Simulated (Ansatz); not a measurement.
**TiAl2 (Cmmm, No. 65, 6 atoms in the cell; start mp-11809)**

Computed with r²SCAN in Ansatz (PAW).

Run with plane-wave cutoff 560 eV, 16×16×14 k mesh (along the axes of the cell as run), Fermi–Dirac smearing 0.05 eV, no spin polarisation, scalar-relativistic PAW data made under PBE.

Cell (relaxed at this level):

```
Al2Ti
1.0
    1.95663    -6.03710     0.00000
    1.95663     6.03710     0.00000
    0.00000     0.00000     3.99092
Ti Al
2 4
Cartesian
  1.95663  -4.14837   0.00000
  1.95663   4.14837   0.00000
  1.95663   0.00000   0.00000
  0.00000   0.00000   1.99546
  1.95663  -2.08282   1.99546
  1.95663   2.08282   1.99546
```

For TiAl2 (Cmmm, No. 65, 6 atoms in the cell; start mp-11809), the bulk modulus comes out as 117 GPa.

Note: the run has no spin polarisation, so it can have missed a magnetic state; the bulk modulus is −V dP/dV from two relaxed cells at ±2 % in volume; the relaxation could not lower the start's symmetry, so the cell can be a saddle point above a distorted one.

The computed numbers hold no vibrational or temperature effects.

The result took very roughly 11 core-minutes.

A start named mp-… is a Materials Project structure, which need not be a measured phase.

Ansatz is a program for electronic structure.
